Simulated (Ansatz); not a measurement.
Consider the following.

```
CELL_PARAMETERS angstrom
      2.66966     0.00000     0.00000
     -1.33483     2.34221     0.00000
      0.00000     0.00000     4.26010
ATOMIC_POSITIONS crystal
  Ru 0.33383 0.66765 0.75000
  Ru 0.66617 0.33235 0.25000
```

No spin polarisation.

Method: r2SCAN, PAW, 500 eV (Ansatz, a first-principles code; no SOC). Settings: 20×20×11 k-points, 0.05 eV Fermi–Dirac smearing.

Q: What is the computed band gap?

A: Zero.

Q: What pressure (mean of the normal stresses, compression positive) does the calculation give?

A: 4.5 GPa.

Q: Predict the space group.

A: Cmcm (No. 63).

The cells carry an imposed strain or load. Stability against distortions was not tested. The final runs are not spin-polarised. The cell was made from Ru in the hcp (Mg type) structure (space group P6_3/mmc, No. 194) by this change: uniaxial strain ε_xx = −1.29 %.
